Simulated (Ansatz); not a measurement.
Given:

```
CELL_PARAMETERS angstrom
     -1.65821     1.65821     1.65821
      1.65821    -1.65821     1.65821
      1.65821     1.65821    -1.65821
ATOMIC_POSITIONS crystal
  Ta 0.00000 0.00000 0.00000
```

Level of theory: PBE, rigid bands (plane waves, PAW, scalar-relativistic; Ansatz, a quantum-chemistry and plane-wave program). Condition of this run: functional PBE, cell relaxed with it. Cell: cell and atoms relaxed with PBE.

### Question
Predict the product ρ₀λ of resistivity and mean free path that follows from the Fermi surface's area.

### Answer
4.3 ×10⁻¹⁶ Ω·m².

### Question
And the Drude plasma energy and the root-mean-square Fermi velocity at 300 K?

### Answer
8.7 eV; 6.4e5 m/s.

A metal at this level (no band gap); rigid bands, thermally averaged at 300 K, both spins. Spin-orbit coupling is left out, which matters with elements this heavy. τ is one relaxation time for all states; the product of resistivity and mean free path takes one path for all states instead.
